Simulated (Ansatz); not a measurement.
System: AlB2-type HfB₂. Method: PBEsol (plane waves, PAW; Ansatz, a first-principles code).

Run with plane-wave cutoff 520 eV, 24×24×16 k mesh (along the axes of the cell as run), Fermi–Dirac smearing 0.05 eV, scalar-relativistic PAW data made under PBE.

Equation-of-state points:

```json
[
 {"V (Å³/atom)": "9.342", "E − E_lowest (meV/atom)": "13.49", "P (GPa)": "11.50"},
 {"V (Å³/atom)": "9.537", "E − E_lowest (meV/atom)": "3.25", "P (GPa)": "5.46"},
 {"V (Å³/atom)": "9.732", "E − E_lowest (meV/atom)": "0.00", "P (GPa)": "-0.02"},
 {"V (Å³/atom)": "9.926", "E − E_lowest (meV/atom)": "3.08", "P (GPa)": "-4.98"},
 {"V (Å³/atom)": "10.121", "E − E_lowest (meV/atom)": "11.91", "P (GPa)": "-9.48"}
]
```

Problem. Estimate the bulk modulus from the pressures at 9.537 and 9.926 Å³/atom, and compare it with a fit to all energies.

Solution. B = −V dP/dV. Between V = 9.537 and 9.926 Å³/atom, dP/dV = (-4.98 − (5.46))/(9.926 − 9.537) = -26.8 GPa per Å³/atom; at the midpoint 9.732 Å³/atom this gives B ≈ 261 GPa. The third-order Birch–Murnaghan fit gives V0 = 9.731 Å³/atom, B0 = 261 GPa, B′ = 3.9, which lies within 1 % of that estimate.

Shape and atoms are relaxed at each volume.

Measured, for comparison: bulk modulus 282 GPa (room temperature, not corrected to a static lattice, hydrostatic curve from radial diffraction; as tabulated in Experimental and computational studies of compression and deformation behavior …); equilibrium volume per atom 9.91 Å³/atom (room temperature, not corrected to a static lattice; as tabulated in Burrage et al. (2022), doi:10.3390/ma15082762). Computed (rounded) less measured: bulk modulus -7 %, equilibrium volume per atom -1.8 %. A static lattice is as a rule a little smaller and stiffer than an uncorrected measurement, which narrows the difference in the equilibrium volume per atom and would widen misses of the other sign.

Note: the bulk modulus comes from volumes at which shape and atoms were relaxed.

Spin–orbit coupling is not included.

The computed numbers hold no vibrational or temperature effects.
